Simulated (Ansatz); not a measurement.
WSe2: pressure series

The parent structure is WSe$_{2}$ in the 2H-MoS2 type structure (space group P6_3/mmc, No. 194; a = 3.2791 Å, c = 12.7861 Å; layered, stacked along the Cartesian z axis).

Cell and atoms are relaxed at each pressure.

Method: Kohn–Sham DFT with the PBE-D3(BJ) functional, run in Ansatz (an electronic-structure program) with PAW and 420 eV plane waves, no spin-orbit coupling.

Base values:

| Property | Result |
|---|---|
| Band gap | 0.87 eV |

### Question
The aim is a band gap between 1.03 eV and 1.11 eV. Which of these changes reaches it?
A) pressure 3 GPa
B) pressure 7.5 GPa
C) pressure −1 GPa
D) pressure −2 GPa
E) pressure 5 GPa

### Answer
D, pressure −2 GPa. It gives 1.08 eV; pressure 3 GPa gives 0.71 eV; pressure 5 GPa gives 0.63 eV; pressure 7.5 GPa gives 0.54 eV; pressure −1 GPa gives 0.95 eV. Changes not listed may reach it too

With W present, leaving out spin-orbit coupling can change the band edges. Load acts through the strain it causes; cell and atoms are relaxed under it. Stability against distortions was not tested. Competing high-pressure phases were not computed.
